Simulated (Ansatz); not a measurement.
Results of revPBE in Ansatz (plane waves, PAW) for corundum Ga2O3 (metastable phase).

Settings: plane-wave cutoff 520 eV, 8×8×8 k mesh, Fermi–Dirac smearing 0.01 eV, scalar-relativistic PAW data made under PBE.

Cell (relaxed at this level):

```xyz
10
Lattice="4.8029 -2.5434 0.0001 4.8029 2.5434 0.0001 3.4560 0.0000 4.1944" Properties=species:S:1:pos:R:3 pbc="T T T"
Ga    11.1774     0.0000     3.5894
Ga     4.6465     0.0000     1.4921
Ga     1.8845     0.0000     0.6052
Ga     8.4154     0.0000     2.7025
O      4.9935    -1.0006     3.1459
O      5.4020     1.7720     1.8737
O      8.0684     1.0006     1.0487
O      7.1300     0.7714     3.9710
O      7.6599    -1.7720     2.3209
O      5.9319    -0.7714     0.2236
```

Problem. What does this level give for the bulk modulus B0, band gap, smallest direct gap on the k points sampled and pressure derivative B′ of the bulk modulus?

Solution. 
- bulk modulus B0 = 188 GPa
- band gap = 2.28 eV (indirect)
- smallest direct gap on the k points sampled = 2.50 eV
- pressure derivative B′ of the bulk modulus = 4.5

Measured, for comparison: bulk modulus 220 ± 9 GPa (room temperature, not corrected to a static lattice, equation of state from high-pressure X-ray diffraction, our sources range from 220 to 252; as tabulated in Phys. Rev. B 77, 094123 (2008), gallium oxide under pressure (UNLV record)). Computed (rounded) less measured: bulk modulus not scored (sources differ).

Note: the bulk modulus comes from volumes at which shape and atoms were relaxed.

Spin–orbit coupling is not included.

The computed numbers hold no vibrational or temperature effects.

Ansatz is an electronic-structure program.
